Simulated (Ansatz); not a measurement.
**A computed series for hypothetical CdI2 type HfH2: thickness series**

Base system: HfH₂ in the CdI2 type structure (space group P-3m1, No. 164; a = 3.0756 Å, c = 4.1686 Å; a hypothetical phase, not in the database extracts checked; layered, stacked along the Cartesian z axis).

Free-standing slabs (3 atom(s) a layer) normal to the stacking axis with 15 Å of vacuum; in-plane cell relaxed.

Method: PBE-D3(BJ) (Ansatz, a quantum-chemistry and plane-wave program, PAW, no spin-orbit coupling).

Notes on the quantities. excess energy per area of both faces: slab less bulk energy over the cell's area: twice a surface energy; uncertain by up to 0.2 J/m².

```json
[
 {"variant": "base", "excess energy per area of both faces": "–", "in-plane lattice parameter a": "3.076 Å", "shortest interatomic distance": "2.021 Å", "thickness between the outermost nuclei": "–"},
 {"variant": "1 layer", "excess energy per area of both faces": "…", "in-plane lattice parameter a": "3.004 Å", "shortest interatomic distance": "2.072 Å", "thickness between the outermost nuclei": "2.27 Å"},
 {"variant": "2 layers", "excess energy per area of both faces": "0.6 J/m²", "in-plane lattice parameter a": "…", "shortest interatomic distance": "…", "thickness between the outermost nuclei": "…"},
 {"variant": "3 layers", "excess energy per area of both faces": "0.6 J/m²", "in-plane lattice parameter a": "3.048 Å", "shortest interatomic distance": "2.023 Å", "thickness between the outermost nuclei": "10.70 Å"},
 {"variant": "4 layers", "excess energy per area of both faces": "0.6 J/m²", "in-plane lattice parameter a": "3.049 Å", "shortest interatomic distance": "2.020 Å", "thickness between the outermost nuclei": "15.02 Å"}
]
```

Problem. Complete the table.

Solution. 
- 1 layer, excess energy per area of both faces: 0.5 J/m²
- 2 layers, in-plane lattice parameter a: 3.022 Å
- 2 layers, shortest interatomic distance: 2.048 Å
- 2 layers, thickness between the outermost nuclei: 6.71 Å

Slab and bulk use different k-meshes, which limits the precision of the excess energy. Whether these cells are dynamically stable was not tested. The final runs are not spin-polarised.
